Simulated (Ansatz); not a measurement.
Defect migration in 2H silicon carbide: B-vacancy pair (B on one host C site, one C site vacant), charge state +1. Calculation: PBE, PAW (plane waves to 420 eV; Ansatz, a first-principles code).

Cell of 72 host sites held at the relaxed PBE lattice; the Γ point alone; Fermi-Dirac width 0.01 eV, spin-restricted; finite-size errors left in. Energies are static. The host's phase is taken as given; its stability against other phases was not computed. The charge state is imposed; whether it is stable for some Fermi level was not computed. Forms of the defect that were not tried may lie lower.

Barriers: single points on a 2×2×2 k-point mesh shifted by half a step along c at the bands' geometries (they differ from the bands' own by up to 0.33 eV, and are uncertain by about as much).

The step: one C atom jumps into the vacancy from a nearby C site (B-vacancy distance between ideal sites 3.09 → 5.36 Å); the atom moves 3.05 Å along (0.99, 0.99, 0.00) of the unit cell; the moving atom starts with neighbours Si at 1.88, Si at 1.89, 2 Si at 1.92 Å and ends with Si at 1.84, Si at 1.90, 2 Si at 1.92 Å.

Task: What migration barrier of this step does PBE, PAW give?

Result: 4.72 eV forward and 4.26 eV backward. At the saddle the moving atom has neighbours Si at 1.79, 2 Si at 2.14, Si at 2.21 Å. The saddle point's order was not checked.
